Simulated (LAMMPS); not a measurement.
Simulation of a melt made from Fe (bcc), 2000 atoms, at 2350 K and 0 GPa, brought to that temperature within a few picoseconds.

All values are model results, not measurements: classical MD, pair style meam, file library.meam (library.meam-Fe) (LAMMPS).

Q: Estimate the state found, the self-diffusion coefficient of Fe (not corrected for cell size), the first peak of g(r) for this model.

A: state found: liquid; self-diffusion coefficient of Fe (not corrected for cell size): (7.5 ± 0.1) × 10^-5 cm²/s; first peak of g(r): 2.46 Å, height 2.5.

Caution: the potential MEAM library.meam-Fe is a first-neighbour MEAM set with a 4 Å cutoff, used here without a parameter file and away from the static properties it was fitted to.
